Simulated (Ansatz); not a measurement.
## A constructed model of the (0001) surface of 4H silicon carbide, Si-terminated, (√3x√3)R30° C adatom at H3 (bottom of the slab: 3 H on 3 bottom sites)

The numbers are results of PBE (plane waves to 420 eV, PAW; Ansatz, an electronic-structure program), not measurements.

Slab: 28 atoms, 10.3 Å thick at the start with caps and adatoms (thin: gaps and levels are the slab's own); k 6x6x1, smearing 0.025 eV, dipole-corrected; 6 atoms held, the rest relaxed; held to the start's symmetry, so lower structures may exist; spin-polarised, ending with about 1.0 μB a cell; orders that need a larger cell were not tried, no spin-orbit, no U. In PBE it is, or lies within 0.01 eV a 1x1 cell of, the lowest of the 2 structures of its composition computed so far; subsurface sites and larger cells were not tried.

```yaml
gap_of_the_slab_on_its_k_mesh: 0.77 eV
highest_filled_level_below_the_top_vacuum_level: 5.73 eV
energy_released_by_relaxation: 1.28 eV
magnetic_moment_of_the_cell: 1.00 μB
cost: very roughly 8 core-minutes
```
